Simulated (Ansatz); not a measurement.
A self-consistent single point of a (101) slab of WS2 (cut from a parent of space group no. 194; 12 atoms in the cell) with Ansatz (an electronic-structure program).

Method: PBEsol, PAW files made with PBE (plane waves; Ansatz).

```
WS2
1.0
    3.11162     0.00000     0.00000
   -1.55581    12.96550     0.00000
    0.00000     0.00000    21.19590
W S
4 8
Direct
  0.54761   0.09521   0.44698
  0.80120   0.60241   0.42577
  0.02601   0.05201   0.57424
  0.27961   0.55921   0.55303
  0.72930   0.45860   0.49531
  0.61951   0.23902   0.37743
  0.98290   0.96580   0.47410
  0.36591   0.73182   0.39864
  0.20770   0.41541   0.62257
  0.09791   0.19582   0.50469
  0.46130   0.92261   0.60136
  0.84431   0.68862   0.52590
```

Reference input (self-consistent single point, DFT, PBEsol, plane waves, PAW files made with PBE): kpoints.mp_grid.grid = 8 8 1; hamiltonian.xc = pbesol; hamiltonian.pseudopotentials = {kind: paw} (the program's default PAW files); scf.occupations.method = methfessel_paxton; scf.occupations.width = 0.0147 Ry; efield.axis = 3; efield.dipole_correction = true. This run's input differs from it in these lines:

Ansatz 0.2 input:
```diff
@@ -28,3 +28,3 @@
 scf:
-  occupations: { method: methfessel_paxton, width: 0.0147 Ry }
+  occupations: { method: methfessel_paxton, width: 0.0001 Ry }
 output:
```

The program printed (abridged):

```
SCF iter   1: F=—  HF=-48111.034333 eV  |F-HF|=—  |Δ(HF+E_count)|=         —  Δρ=2.98e-2  dr2=1.82e1  ethr=3.10e-3  p=0.000 e·Å  D=6.53e-13 V/Å  ΔV_dip=-0.00 eV  dr2_dipole=3.61e-8  V_vac-E_F(+/−)=6.03/6.03 eV  ⟨swp⟩=7.9  Hψ=6687  notcnv=0
all-band conjugate gradients solve this SCF's bands
efield: sawtooth ramp at fractional position 0.9500 (placed from the atoms, in the widest stretch of the axis that holds none …
   [... lines left out ...]
SCF iter  29: F=—  HF=-48107.613696 eV  |F-HF|=—  |Δ(HF+E_count)|=   4.60e-8  S|Δr|=    0.00e0  Δρ=2.53e-6  dr2=2.68e-7  ethr=5.31e-10  p=0.000 e·Å  D=5.84e-6 V/Å  ΔV_dip=-0.00 eV  dr2_dipole=3.86e-8  V_vac-E_F(+/−)=5.38/5.38 eV  ⟨swp⟩=1.0  Hψ=1230  [...]
SCF iter  30: F=-48107.613696 eV  HF=-48107.613696 eV  |F-HF|=2.07e-8  |Δ(HF+E_count)|=   3.75e-8  S|Δr|=    0.00e0  Δρ=1.43e-6  dr2=8.86e-8  ethr=9.62e-11  p=0.000 e·Å  D=5.39e-6 V/Å  ΔV_dip=-0.00 eV  dr2_dipole=5.83e-11  V_vac-E_F(+/−)=5.38/5.38 [...]
SCF 1 converged in 30 iterations: F = -48107.613696 eV  dr2 = 8.86e-8
Stability not checked (fill_not_monotonic)
Free energy (F): -48107.613696 eV
Internal energy: -48107.613674 eV  (E = F + TS)
E sigma→0 (E₀):  -48107.613690 eV
Entropy (-TS):   -0.000022 eV (-0.002 meV/atom)
Fermi energy:    -1.170077 eV
Dipole field:    D = 0.000010 V/Å  (p = 0.000049 e·Å, saw-weighted, corrected)
Work function:   Φ+ = 5.3824 eV   Φ− = 5.3826 eV
Levels:          The Fermi level and band energies are counted from a zero that moves with the ramp; work functions are not
--- Forces (eV/Å), atoms counted from 1 ---
   [... lines left out ...]
  atom   6  S     -0.00000000    -1.78188752     0.03285716
  atom   7  S     -0.00000000    -0.63020786    -0.06396684
  atom   8  S     -0.00000000    -1.53043437    -0.54784447
  atom   9  S      0.00000000     1.78162797    -0.03242339
  atom  10  S      0.00000000     0.04874238     0.84311826
  atom  11  S      0.00000000     1.53064256     0.54779456
  atom  12  S      0.00000000     0.63019047     0.06393472
```

The run converged in 30 iterations. Against the reference run the free energy rises by 2.1 meV/atom and the largest force moves little (3.245 to 3.244 eV/Å).

The starting cell comes from a database of computed structures (which also holds hypothetical and non-ambient phases and stackings), without a prior relaxation at this level. The slab is cut from that crystal, and its faces are unrelaxed. Its lattice was rescaled in the plane by a random factor within 2.5 % of one. Spin polarisation is off. Forces in this geometry exceed 1 eV/Å.

Cost on one core of a shared machine: roughly 3 min.
